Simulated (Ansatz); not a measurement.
Br_F in rock-salt LiF (start: the F site; 64-site cell, 2×2×2 shifted sampling). Calculation: PBE, PAW (plane waves to 420 eV; Ansatz, a program for electronic structure). Total energies of the localised charge states, counted from that of charge +1, and their image corrections (point charge with alignment); the host's valence-band maximum lies at 0.763 eV on the cells' energy zero and its gap is 8.83 eV.

```csv
charge,moment (μB),E − E(first) (eV),correction (eV)
+1,1.0,0.000,0.533
0,not spin-polarised,2.240,0.000
```

Task: Derive the transition levels above the valence-band maximum and say which of them are thermodynamic.

Result: A level is the Fermi energy at which two charges have equal formation energy: ε(q/q′) = [E(q′) + corr(q′) − E(q) − corr(q)] / (q − q′) − E_VBM.
ε(+1/0) = [(2.240 + 0.000) − (0.000 + 0.533)] / 1 − 0.763 = 0.94 eV
Thermodynamic levels at least 0.1 eV inside the gap: (+1/0) at 0.94 eV. They hold to tenths of an eV in this cell. Only the charges listed were compared. At charge −1 the carrier sat in host band states, shallow at most. Flagged in the runs: a doubtful potential alignment.
